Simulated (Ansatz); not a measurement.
The reference is an 8-atom supercell of HgTe in the zinc blende structure (space group F-43m, No. 216) at its relaxed geometry.

```
HgTe
1.0
   -6.50991     0.00000     0.00000
    0.00000     0.00000     6.50991
    0.00000     6.50991     0.00000
Te Hg
4 4
Direct
  0.25000   0.75000   0.75000
  0.75000   0.75000   0.25000
  0.75000   0.25000   0.75000
  0.25000   0.25000   0.25000
  0.00000   0.00000   0.00000
  0.50000   0.00000   0.50000
  0.50000   0.50000   0.00000
  0.00000   0.50000   0.50000
```

Calculations: PBEsol, PAW, 420 eV (Ansatz, a program for electronic structure; no spin-orbit coupling), earlier PAW set.

One neutral defect a cell, atoms relaxed at fixed cell.

One change was made to it. Results:

| quantity | base | after |
|---|---|---|
| pressure | 0.0 GPa | -1.5 GPa |
| largest displacement of a host atom from its site in the perfect cell | – | 1.79 Å |

Problem. Name the change that was made.
A) Hg interstitial (started 2.66 Å from the nearest host atom)
B) Te vacancy
C) Hg vacancy
D) H interstitial (started 2.82 Å from the nearest host atom), symmetric start
E) I on a Te site

Solution. B, Te vacancy. For comparison, the pressure in the other runs: Hg vacancy gives -2.7 GPa; I on a Te site gives 2.7 GPa; Hg interstitial (started 2.66 Å from the nearest host atom) gives 0.3 GPa; H interstitial (started 2.82 Å from the nearest host atom), symmetric start gives 0.0 GPa.

The cell is small, so the values are those of an ordered compound at a high defect concentration; dilute-limit values will differ. The mesh was chosen for an insulator and is coarse for the gapless case. Defects with a symmetric start kept the site's symmetry and may sit on a saddle; the others started slightly shaken. All final runs are without spin polarisation.
